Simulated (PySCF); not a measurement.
PySCF 2.14.0, TPSSH/def2-svp, df: Re(CO)5(Cl), 12 atoms. The geometry is a generated start, not checked to be a minimum at this level.

```yaml
task: energy
method: tpssh
basis: def2-svp
two_electron_scheme: density fitting
mol.max_memory: 3000 MB
mf.max_cycle: 100
mf.init_guess: minao (default)
mf.DIIS: CDIIS (default)
mf.conv_tol: 1e-09 (default)
mf.grids.level: 3 (default)
effective_core_potentials: those of the basis set, past Kr
basis_functions: 190
grid_points: 184192
```

```xyz
12

Re    -0.0287     0.0707     0.0101
O      2.8449     0.8559    -0.8739
C      1.7757     0.6791    -0.5491
O      1.0952    -0.4071     2.8633
C      0.6450    -0.1205     1.8664
O     -0.6115    -0.6625    -2.9484
C     -0.4662    -0.2699    -1.8989
O     -2.4313    -1.7429     0.7780
C     -1.6298    -0.9887     0.5188
O     -1.3012     2.8931     0.3036
C     -0.8335     1.8579     0.1981
Cl     0.9415    -2.1649    -0.2682
```

Charge 0 and multiplicity 1 are set for this test and not shown to be the ground state.

One run each on 2 threads, 1 BLAS thread. Values of diis_space tried: 3, 5, 8 (default), 12, 20.

Problem. Which value of diis_space needs the fewest Fock builds, and what happens away from it?

Solution. Fewest Fock builds, within one of each other: 8 (default) with 14, 12 with 14, 20 with 14. The count rises to 76 at 3. All converge to one solution.

```tsv
diis_space	Fock builds	end
3	76	same solution
5	19	same solution
8 (default)	14	same solution
12	14	same solution
20	14	same solution
```
